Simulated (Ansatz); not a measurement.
The starting structures come from a database of crystals and need not be the phases stable at ambient conditions.

Tunnelling through a barrier is set by its complex band structure: the current falls as exp(−2κd) with the smallest κ.

Given:

```xyz
4
Lattice="8.0430 0.0000 0.0000 -2.7245 7.6366 0.0000 -1.3623 3.8183 2.3406" Properties=species:S:1:pos:R:3 pbc="T T T"
Ba     5.1671     1.8435     0.0000
Ba     0.1513     5.7931     0.0000
P      2.6592     3.8183     0.0000
Cl     0.0000     0.0000     0.0000
```

Space group of this cell: R-3m. The cell is taken as given.

Transport runs along the normal of the first two printed cell vectors, the (110) plane of the conventional cell.

The gap is the functional's own. No spin-orbit coupling. Mid-gap values are interpolated on the energy grid.

Problem. State the band gap and the smallest decay constant κ at mid-gap according to r2SCAN run with Ansatz (a program for electronic structure).

Solution. Gap 1.45 eV on a 12×12×12 mesh; κ = 0.215 1/Å, at the zone centre.
